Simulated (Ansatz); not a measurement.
**TiB2: response to strain**

The reference is TiB$_{2}$ (space group P6/mmm, No. 191; a = 3.032 Å, c = 3.224 Å; relaxed with 0.1 eV smearing). Axes: x lies along a and z along c of the hexagonal cell.

Strains are applied to the cell and any free atomic positions relax; under biaxial strain the out-of-plane vector relaxes too.

All numbers come from PBE (Ansatz, a first-principles code), no SOC.

| case | out-of-plane strain | shortest interatomic distance |
|---|---|---|
| base | – | 1.751 Å |
| biaxial strain −3.00 %, plane normal [001], relaxed out of plane | +1.40 % | 1.698 Å |
| biaxial strain −2.50 %, plane normal [001], relaxed out of plane | ___ | 1.707 Å |
| biaxial strain −2.00 %, plane normal [001], relaxed out of plane | +0.92 % | 1.716 Å |
| biaxial strain −1.00 %, plane normal [001], relaxed out of plane | ___ | 1.733 Å |
| biaxial strain +0.50 %, plane normal [001], relaxed out of plane | -0.22 % | 1.759 Å |
| biaxial strain +1.00 %, plane normal [001], relaxed out of plane | -0.44 % | 1.768 Å |
| biaxial strain +1.50 %, plane normal [001], relaxed out of plane | -0.66 % | 1.777 Å |
| biaxial strain +2.00 %, plane normal [001], relaxed out of plane | -0.88 % | 1.786 Å |
| biaxial strain +2.50 %, plane normal [001], relaxed out of plane | ___ | 1.795 Å |

Q: Fill in the withheld entries from the trend.

A: 
- biaxial strain −2.50 %, plane normal [001], relaxed out of plane, out-of-plane strain: +1.16 %
- biaxial strain −1.00 %, plane normal [001], relaxed out of plane, out-of-plane strain: +0.46 %
- biaxial strain +2.50 %, plane normal [001], relaxed out of plane, out-of-plane strain: -1.09 %

Whether these cells are dynamically stable was not tested. All final runs are without spin polarisation.
